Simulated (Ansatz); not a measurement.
## PtSn2 (model structure, started from the C15 type, Fd-3m, No. 227, 6 atoms in the cell): properties by level of theory

| level (code) | equilibrium lattice constant a (Å) | bulk modulus B0 (GPa) |
|---|---|---|
| LDA (Ansatz) | 8.126 | 84.6 |
| PBEsol (Ansatz) | 8.202 | 78.0 |
| r²SCAN (Ansatz) | 8.282 | ___ |

### Question
Complete the blanks.

### Answer

- r²SCAN (Ansatz, an electronic-structure program), bulk modulus B0 (GPa): 71.8

Caveats: the bulk modulus is −V dP/dV from two relaxed cells at ±2 % in volume (LDA, PBEsol, r²SCAN). Ansatz's density-functional and Hartree–Fock values are scalar-relativistic unless marked +SOC, with PAW data made under PBE.

The crystal itself was run without spin with LDA, PBEsol, r²SCAN; a magnetic state was not tried in these runs.

A model structure was made by putting elements into a prototype or built by hand; it is no filed structure, need not be a known phase, and can be a saddle point held by its symmetry.
